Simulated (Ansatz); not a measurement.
## CsPbCl3: energy against strain

CsPbCl3 (cubic perovskite, Pm-3m, 35.477 Å³/atom at rest) under an equal strain ε in the (001) plane with the normal axis free, as in a coherent film. PBEsol in Ansatz, a plane-wave DFT program (PAW, default set), 420 eV, 6×6×6 Γ-centred mesh, Fermi-Dirac smearing 0.05 eV; ions are relaxed within the symmetry of each cell.

Here s stands for strain and y for E less E0.

| strain (%) | E less E0 (meV/atom) |
|---|---|
| -1.20 | 2.16 |
| -0.60 | 0.53 |
| 0.00 | 0.00 |
| 0.60 | 0.50 |
| 1.20 | 1.97 |
| 3.00 | ? |

Fit y of the 5 rows that show it with a parabola. Least squares gives y = -0.001 - 0.0683·s + 1.4345·s². Residuals (row less fit): 0.013, -0.026, 0.001, 0.026, -0.013; standard error 0.029 (degrees of freedom: 2). Twice the quadratic coefficient over the volume, 2 × 1.4345 meV × 10⁴ × 0.1602 / 35.477 Å³, is twice the biaxial elastic modulus of this plane = 130 ± 2.0 GPa.

Question: Predict the withheld y at s = 3.00 from the fit, and compare with the calculation.

Answer: y = -0.001 - 0.0683 × 3.0 + 1.4345 × 3.0² = 12.705 meV/atom. The calculation gives 11.54 meV/atom, 1.165 meV/atom below the prediction (10.1 % of the range of y in the table). The row lies outside the fitted rows, so this is an extrapolation. From the scatter of the fitted rows alone, a prediction at this place has a standard error of 0.187 meV/atom, so the miss is 6.2 times that.

One order more, fitted to all 11 runs of the series, follows each within 0.01, so the miss is the next term of a smooth law. The primitive cell can neither tilt nor turn polar against its symmetry, as such crystals can under strain. CsPbCl3 is here the ideal cubic form; the compound distorts at low or room temperature. Rows are the converged runs of the series near zero and its far end; series whose fitted rows scatter by over a few per cent of the range, as at a crossing or softening among them, aren't shown in this form. Most that stay on the fit to the last digits aren't either.
